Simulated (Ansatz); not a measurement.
Results of PBEsol in Ansatz (PAW) for SnO2 (Pa-3, No. 205, 12 atoms in the cell; start mp-697; a measured phase of this formula has another space group).

The run printed, among other lines:

```
Crystal: 12 atoms, lattice volume = 133.611 Å³
Basis set: ecut = 520 eV, 3695 PW (Γ), exchange–correlation on 80×80×80 points (8 copies of the dense FFT grid, shifted against one another)
Bands: 64, of which v1, the nominal top of the filled ones, is band 52 counted from 1 (51 counted from 0)
Symmetry: 24 space group operations
Space group: Pa-3 (ITA 205), of the structure as read, at distance tolerance 5.1e-5 Å
k-points: 45 of 512
Functional: x = pbesol(κ = 0.804, μ = 0.12345679012345678), c = pbesol(β = 0.046)
SCF iter   1: F=—  HF=-28285.323062 eV  |F-HF|=—  |Δ(HF+E_count)|=         —  Δρ=1.78e-2  dr2=3.38e-1
SCF iter   2: F=—  HF=-28285.237785 eV  |F-HF|=—  |Δ(HF+E_count)|=   8.53e-2  Δρ=6.00e-3  dr2=4.41e-2
  ...
SCF iter   7: F=—  HF=-28285.226447 eV  |F-HF|=—  |Δ(HF+E_count)|=   2.73e-8  Δρ=1.28e-6  dr2=2.16e-9
SCF iter   8: F=-28285.226447 eV  HF=-28285.226447 eV  |F-HF|=0.00e0  |Δ(HF+E_count)|=  4.95e-10  Δρ=2.69e-7  dr2=9.98e-11
SCF 1 converged in 8 iterations: F = -28285.226447 eV  dr2 = 9.98e-11
SCF converged after 8 iterations
Free energy (F): -28285.226447 eV
Internal energy: -28285.226447 eV  (E = F + TS)
E sigma→0 (E₀):  -28285.226447 eV
Fermi energy:    10.950329 eV
--- Forces (eV/Å), atoms counted from 1 ---
  atom   1  Sn    -0.00000000    -0.00000000    -0.00000000
  atom   2  Sn     0.00000000    -0.00000000    -0.00000000
  atom   3  Sn     0.00000000    -0.00000000     0.00000000
  atom   4  Sn     0.00000000    -0.00000000     0.00000000
  atom   5  O      0.00029811    -0.00029811     0.00029811
  atom   6  O     -0.00029811     0.00029811    -0.00029811
  atom   7  O     -0.00029811     0.00029811     0.00029811
  atom   8  O      0.00029811    -0.00029811    -0.00029811
  atom   9  O      0.00029811     0.00029811    -0.00029811
  atom  10  O     -0.00029811    -0.00029811     0.00029811
  atom  11  O     -0.00029811    -0.00029811    -0.00029811
  atom  12  O      0.00029811     0.00029811     0.00029811
--- Stress (GPa, compression-positive) ---
       -0.011423      -0.000000       0.000000
       -0.000000      -0.011423       0.000000
        0.000000       0.000000      -0.011423
  P = ⅓ Tr σ = -0.0114 GPa (-0.114 kbar)
```

Q: Write an input file that could have produced this run (the log leaves some choices open).

A: This is not unique; one that fits is 
Ansatz 0.2 input:
```yaml
crystal:
  lattice:
    - [5.1122726228, 0.0, 0.0]
    - [0.0, 5.1122726228, 0.0]
    - [0.0, 0.0, 5.1122726228]
  atoms:
    - { symbol: Sn, position: [0.0, 0.5, 0.5] }
    - { symbol: Sn, position: [0.5, 0.5, 0.0] }
    - { symbol: Sn, position: [0.5, 0.0, 0.5] }
    - { symbol: Sn, position: [0.0, 0.0, 0.0] }
    - { symbol: O, position: [0.3393113129, 0.1606886871, 0.8393113129] }
    - { symbol: O, position: [0.6606886871, 0.8393113129, 0.1606886871] }
    - { symbol: O, position: [0.1606886871, 0.8393113129, 0.3393113129] }
    - { symbol: O, position: [0.8393113129, 0.1606886871, 0.6606886871] }
    - { symbol: O, position: [0.8393113129, 0.3393113129, 0.1606886871] }
    - { symbol: O, position: [0.1606886871, 0.6606886871, 0.8393113129] }
    - { symbol: O, position: [0.6606886871, 0.6606886871, 0.6606886871] }
    - { symbol: O, position: [0.3393113129, 0.3393113129, 0.3393113129] }
basis:
  ecutwfc: 520
  ecutrho_ratio: 4
  xc_grid: 2
kpoints:
  mp_grid: { grid: [8, 8, 8] }
  band_path:
    path:
      - [0.0, 0.0, 0.0]
      - [0.0, 0.1, 0.0]
      - [0.0, 0.2, 0.0]
      - [0.0, 0.3, 0.0]
      - [0.0, 0.4, 0.0]
      - [0.0, 0.5, 0.0]
      - [0.1, 0.5, 0.0]
      - [0.2, 0.5, 0.0]
      - [0.3, 0.5, 0.0]
      - [0.4, 0.5, 0.0]
      - [0.5, 0.5, 0.0]
      - [0.4375, 0.4375, 0.0]
      - [0.375, 0.375, 0.0]
      - [0.3125, 0.3125, 0.0]
      - [0.25, 0.25, 0.0]
      - [0.1875, 0.1875, 0.0]
      - [0.125, 0.125, 0.0]
      - [0.0625, 0.0625, 0.0]
      - [0.05, 0.05, 0.05]
      - [0.1, 0.1, 0.1]
      - [0.15, 0.15, 0.15]
      - [0.2, 0.2, 0.2]
      - [0.25, 0.25, 0.25]
      - [0.3, 0.3, 0.3]
      - [0.35, 0.35, 0.35]
      - [0.4, 0.4, 0.4]
      - [0.45, 0.45, 0.45]
      - [0.5, 0.5, 0.5]
      - [0.4375, 0.5, 0.4375]
      - [0.375, 0.5, 0.375]
      - [0.3125, 0.5, 0.3125]
      - [0.25, 0.5, 0.25]
      - [0.1875, 0.5, 0.1875]
      - [0.125, 0.5, 0.125]
      - [0.0625, 0.5, 0.0625]
      - [0.5, 0.5, 0.4]
      - [0.5, 0.5, 0.3]
      - [0.5, 0.5, 0.2]
      - [0.5, 0.5, 0.1]
      - [0.5, 0.4, 0.0]
      - [0.5, 0.3, 0.0]
      - [0.5, 0.2, 0.0]
      - [0.5, 0.1, 0.0]
      - [0.5, 0.0, 0.0]
    npoints: 1
hamiltonian:
  xc: pbesol
  dispersion: none
  pseudopotentials: { kind: paw }
scf:
  occupations: { method: fermi_dirac, width: 0.01 }
  convergence: { dr2_threshold: 0.0000000012 }
output:
  forces: true
  stress: true
  eigenvalues: true
  write_bands: true
```

The PAW data were made under PBE.

A start named mp-… is a Materials Project structure, which need not be a measured phase.

Ansatz is a quantum-chemistry and plane-wave program.
